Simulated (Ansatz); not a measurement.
Phonon-limited resistivity of ScSi (Cmcm) against temperature in μΩ·cm, Ansatz (an electronic-structure program) with PBEsol, DFPT electron-phonon coupling, linearised Boltzmann equation, harmonic crystal at a fixed cell. x, y and z are the axes of this cell:
```
ScSi
1.0
    1.97372    -4.91375     0.00000
    1.97372     4.91375     0.00000
    0.00000     0.00000     3.63570
Sc Si
2 2
Cartesian
  1.97372   3.54605   0.90893
  1.97372  -3.54605   2.72678
  1.97372   0.79964   0.90893
  1.97372  -0.79964   2.72678
```

```tsv
T	ρ (x)	ρ (y)	ρ (z)
50 K	0.53	0.35	0.100
77 K	2.7	___	0.56
100 K	5.9	3.8	1.23
150 K	15.2	9.7	3.1
200 K	___	16.2	5.0
250 K	35	23	6.9
273 K	40	25	7.7
300 K	45	29	8.7
350 K	54	35	10.4
400 K	63	41	12.2
500 K	___	52	15.6
600 K	99	64	19.0
```

Some entries are withheld; supply them.


- 77 K, ρ (y): 1.75
- 200 K, ρ (x): 25
- 500 K, ρ (x): 81

A metal at this level (no band gap). Only scattering by harmonic phonons is included (no impurities, grain boundaries, electron-electron scattering or thermal expansion). Spin-orbit coupling is left out. Values near or above 100 μΩ·cm, or paths under about 2 nm, lie near resistivity saturation, where the Boltzmann equation overshoots. The run warned that the eigensolver left some states short of its tolerance. Halving the electron mesh (24x24x24) moves the resistivity by up to 5 %. Smearing 0.20 eV; phonons on a 4x4x4 q mesh, which this run doesn't test and which matters most at low temperature.

Computed structure, not matched to a measured one here, so possibly hypothetical: ScSi (Cmcm).
